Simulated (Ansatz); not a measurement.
Ru: biaxial strain +3.00 %, plane normal [001], relaxed out of plane

Consider Ru in the hcp (Mg type) structure (space group P6_3/mmc, No. 194; a = 2.691 Å, c = 4.249 Å; relaxed with 0.1 eV smearing). Axes: x lies along a and z along c of the hexagonal cell.

Perturbation: tensile biaxial strain of 3.00 % in the plane normal to [001], as in epitaxy on a mismatched substrate; the out-of-plane cell vector and the atoms relax.

Calculations: plane-wave PAW DFT at the PBEsol level (Ansatz, a program for electronic structure, 420 eV), no spin-orbit coupling. Γ-centred 25×25×14 mesh, Fermi–Dirac width 0.1 eV.

```tsv
quantity	base	changed	shift
volume per atom	13.33 Å³	13.91 Å³	+0.58 Å³
space group	P6_3/mmc (No. 194)	P6_3/mmc (No. 194)	–
shortest interatomic distance	2.632 Å	2.632 Å	0.000 Å
pressure (mean of the normal stresses, compression positive)	0.0 GPa	-12.0 GPa	-12.0 GPa
band gap	zero	zero	–
out-of-plane strain	–	-1.62 %	–
ratio −ε⊥/ε∥	–	0.54	–
mean in-plane stress (compression positive)	–	-18.1 GPa	–
```

Final structure (turned so that z lies along the plane normal):

```yaml
crystal:
  lattice:
    - [2.77213, 0.00000, 0.00000]
    - [1.38607, 2.40074, 0.00000]
    - [0.00000, 0.00000, 4.18003]
  atoms:
    - { symbol: Ru, position: [0.66667, 0.66667, 0.75000] }
    - { symbol: Ru, position: [0.33333, 0.33333, 0.25000] }
```

Stability against distortions was not tested. All final runs are without spin polarisation.
